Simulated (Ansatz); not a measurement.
The starting structures come from a database of crystals and need not be the phases stable at ambient conditions.

Consider the following.

```yaml
crystal:
  lattice:
    - [4.36577, 0.00000, 0.00000]
    - [0.00000, 6.65497, 0.00000]
    - [0.00000, 0.00000, 6.90553]
  atoms:
    - { symbol: Ca, position: [0.00000, 0.00000, 0.00000] }
    - { symbol: Ca, position: [0.50000, 0.50000, 0.50000] }
    - { symbol: Br, position: [0.00000, 0.72455, 0.32747] }
    - { symbol: Br, position: [0.00000, 0.27545, 0.67253] }
    - { symbol: Br, position: [0.50000, 0.22455, 0.17253] }
    - { symbol: Br, position: [0.50000, 0.77545, 0.82747] }
```

The cell is taken as given.

Transport runs along the normal of the first two printed cell vectors.

No gap correction and no spin-orbit coupling; mid-gap is the computed energy nearest the middle.

Q: Compute, with r2SCAN (Ansatz, a first-principles code), the band gap and the smallest decay constant κ at mid-gap.

A: Gap 5.10 eV on a 8×6×6 mesh; κ = 0.351 1/Å, at the zone centre.
